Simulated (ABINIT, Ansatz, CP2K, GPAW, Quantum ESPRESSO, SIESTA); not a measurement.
**One structure in several programs: HgTe (F-43m, 2 atoms in the cell)**

Self-consistent single point.

```
CELL_PARAMETERS angstrom
      0.00000     3.34526     3.34526
      3.34526     0.00000     3.34526
      3.34526     3.34526     0.00000
ATOMIC_POSITIONS crystal
  Hg 0.00000 0.00000 0.00000
  Te 0.25000 0.25000 0.25000
```

All programs got the same cell, k-point mesh and kind of occupations (in Ansatz's words: kpoints.mp_grid.grid = 7 7 7; scf.occupations.method = gaussian; scf.occupations.width = 0.2 eV); potentials, basis and cutoffs are each program's usual ones.

```
code                                                                                                                                model  pressure (GPa)  k-points       cutoff
----------------  -----------------------------------------------------------------------------------------------------------------------  --------------  --------  -----------
CP2K                                                              PBE, GPW, DZVP-MOLOPT-SR-GTH basis, GTH-PBE potentials (GTH_POTENTIALS)           -0.02       172  grid 500 Ry
Quantum ESPRESSO                                                          PBE, PseudoDojo standard norm-conserving (PBE) pseudopotentials           -0.63        20        85 Ry
Ansatz                                                                                                             PBE, default PAW files           -0.59        20      default
SIESTA            GGA PBE, numerical atomic orbitals DZP, PseudoDojo PBE standard norm-conserving potentials (rewritten from UPF to PSML)           -1.34       172  grid 300 Ry
ABINIT                                                           PBE, norm-conserving pseudopotentials (PseudoDojo nc-sr-05 PBE standard)           -0.63        20        41 Ha
GPAW                                                                                         PBE, GPAW PAW datasets PBE (gpaw-data 1.0.1)           -0.61        20       600 eV
```

No clean gap comes from CP2K, Quantum ESPRESSO, Ansatz (an electronic-structure program), SIESTA, ABINIT and GPAW: levels at the Fermi energy touch, overlap or are partly filled at this smearing.

The spread over the programs that give each value: pressure within 1.32 GPa.

The starting cell comes from a database of computed structures (which also holds hypothetical and non-ambient phases and stackings), without a prior relaxation at this level. Its lattice was rescaled by a random factor within 2.5 % of one. On Ansatz's run: Spin-orbit coupling is off. The run gives no clean gap (levels at the Fermi energy touch, overlap or are partly filled at this smearing), which alone does not show that the compound is a metal.

Question: Why do the programs differ, and what cannot be compared?

Answer: Differences of this kind can come from the potentials, where these differ, and from what each basis and cutoff leave unconverged. The valence holds different numbers of electrons (CP2K 18, Quantum ESPRESSO 36, Ansatz 36, SIESTA 36, ABINIT 36, GPAW 24). The zero of total energies and Fermi levels follows the potentials and each program's conventions, so they are not compared here. CP2K and SIESTA use small atom-centred bases, whose incompleteness enters pressures, forces and empty levels differently from a plane-wave cutoff. Ansatz's pressure is given at a fixed set of plane waves, as the other plane-wave codes print theirs. The programs reduce the same mesh by symmetry to different extents, which changes the work and not the result.

Left out of this page: Elk and FLEUR (not drawn, or without a comparable value).

Keys are those of Ansatz 0.2.
